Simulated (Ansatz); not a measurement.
BaInHO2 (model structure, started from the SrVO2H type, P4/mmm, No. 123, 5 atoms in the cell): properties by level of theory

```tsv
level (code)	lattice constant a (Å)	lattice parameter c (Å)	bulk modulus (GPa)	cohesive energy (eV/atom)	band gap (eV)
PBE (Ansatz)	4.345	3.940	93.0	4.06	0.63
PBEsol (Ansatz)	4.284	3.880	104	4.41	0.72
r²SCAN (Ansatz)	4.297	3.919	106	4.26	1.31
```

Computed values are for a static lattice. Spin–orbit coupling is included only where a level's name says +SOC; with heavier elements it mostly lowers gaps and can invert bands.  Each level is taken at its own relaxed cell. Cutoffs differ between the levels. Ansatz's density-functional and Hartree–Fock values are scalar-relativistic unless marked +SOC, with PAW data made under PBE.

Caveats: the bulk modulus is −V dP/dV from two relaxed cells at ±2 % in volume (PBE, PBEsol, r²SCAN). Ansatz's density-functional and Hartree–Fock values are scalar-relativistic unless marked +SOC, with PAW data made under PBE.

Free atoms are spin-polarised, in the lowest state found; at levels without +SOC their spin–orbit coupling is left out.

Computed values are for the static lattice.

A model structure was made by putting elements into a prototype or built by hand; it is no filed structure, need not be a known phase, and can be a saddle point held by its symmetry.

Ansatz is an electronic-structure program.
